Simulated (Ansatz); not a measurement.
Consider TiC in the rock salt structure (space group Fm-3m, No. 225; a = 4.328 Å; relaxed with 0.1 eV smearing).

Structures relaxed with r2SCAN/PAW in Ansatz (a quantum-chemistry and plane-wave program), spin-orbit coupling left out.

Base:

Simulated powder pattern, Mo Kα, λ = 0.71073 Å (kinematic, ideal powder, no thermal factors, no anomalous dispersion; the 8 strongest lines at most, above 2 %, up to 2θ = 40°):

```
2θ (°)  I/Imax (%)    hkl
------  ----------  -----
16.35           84  (111)
18.90          100  (200)
26.86           63  (220)
31.61           34  (311)
33.05           20  (222)
38.35          8.8  (400)
```

Now apply this change: the cell is scaled by 1.0300 in all directions; the atoms relax in the strained cell.

After the change:

Simulated powder pattern, Mo Kα, λ = 0.71073 Å (kinematic, ideal powder, no thermal factors, no anomalous dispersion; the 8 strongest lines at most, above 2 %, up to 2θ = 40°):

```json
[
 {"2θ (°)": "15.87", "d (Å)": "2.574", "I/Imax (%)": "82", "hkl": "(111)"},
 {"2θ (°)": "18.35", "d (Å)": "2.229", "I/Imax (%)": "100", "hkl": "(200)"},
 {"2θ (°)": "26.06", "d (Å)": "1.576", "I/Imax (%)": "64", "hkl": "(220)"},
 {"2θ (°)": "30.66", "d (Å)": "1.344", "I/Imax (%)": "35", "hkl": "(311)"},
 {"2θ (°)": "32.06", "d (Å)": "1.287", "I/Imax (%)": "21", "hkl": "(222)"},
 {"2θ (°)": "37.19", "d (Å)": "1.114", "I/Imax (%)": "9.0", "hkl": "(400)"}
]
```

The indices refer to the base's conventional cell; one index is shown for lines that coincide.

Whether these cells are dynamically stable was not tested. All final runs are without spin polarisation.
